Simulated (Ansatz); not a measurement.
# HgTe (P3₁21, No. 152, 6 atoms in the cell; start mp-358; a measured phase of this formula has another space group)

Level of theory: PBEsol (Ansatz, a program for electronic structure, plane waves, PAW).

Numerical settings: plane-wave cutoff 520 eV, 12×12×4 k mesh (along the axes of the cell as run), Fermi–Dirac smearing 0.01 eV, scalar-relativistic PAW data made under PBE.

Cell (relaxed at this level):

```cif
data_Hg3Te3
_chemical_formula_sum 'Hg3 Te3'
_space_group_name_H-M_alt 'P3121'
_space_group_IT_number 152
_space_group_name_Hall 'P 31 2"'
_cell_length_a 4.51289
_cell_length_b 4.51289
_cell_length_c 10.15524
_cell_angle_alpha 90.000
_cell_angle_beta 90.000
_cell_angle_gamma 120.000
loop_
_atom_site_label
_atom_site_type_symbol
_atom_site_symmetry_multiplicity
_atom_site_Wyckoff_symbol
_atom_site_fract_x
_atom_site_fract_y
_atom_site_fract_z
_atom_site_occupancy
Hg1 Hg 3 a 0.35677 0.35677 0.00000 1
Te1 Te 3 b 0.45882 0.45882 0.50000 1
```

```
Item                                  Result
---------------  ---------------------------
band gap         0.34 eV (on the SCF k mesh)
bulk modulus B0                     30.5 GPa
```

Note: the relaxation could not lower the start's symmetry, so the cell can be a saddle point above a distorted one; the bulk modulus is −V dP/dV from two relaxed cells at ±2 % in volume.

Spin–orbit coupling is not included; with these elements it can move the gap by several tenths of an eV or more.

A start named mp-… is a Materials Project structure, which need not be a measured phase.
